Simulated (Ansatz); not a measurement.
Base system: BiSb in the zinc blende structure (space group F-43m, No. 216; a = 7.091 Å; a hypothetical phase, not in the database extracts checked; relaxed with 0.1 eV smearing). Axes: x, y, z lie along the cube axes.

Computed with r2SCAN (Ansatz, an electronic-structure program; PAW; 500 eV plane waves; no SOC).

For the base:

The volume per atom is 44.57 Å³ and the pressure is 0.0 GPa.

It is then changed as follows: compressive biaxial strain of 4.69 % in the plane normal to [001], as in epitaxy on a mismatched substrate; the out-of-plane cell vector and the atoms relax.

**Question.** Estimate the effect on the energy relative to the base, volume per atom and pressure.

**Answer.** The energy decreases by 4.6 meV/atom; the volume per atom drops by 0.566 Å³ to 44.01 Å³; the pressure (mean of the normal stresses, compression positive) goes from zero to -0.2 GPa.

Stability against distortions was not tested. All final runs are without spin polarisation. Under biaxial strain −4.69 %, plane normal [001], relaxed out of plane the cell ends below the base's energy or with stress of the wrong sign: the atoms slid into a distortion or the cell is elastically unstable, so the base is not a stable minimum at this level.
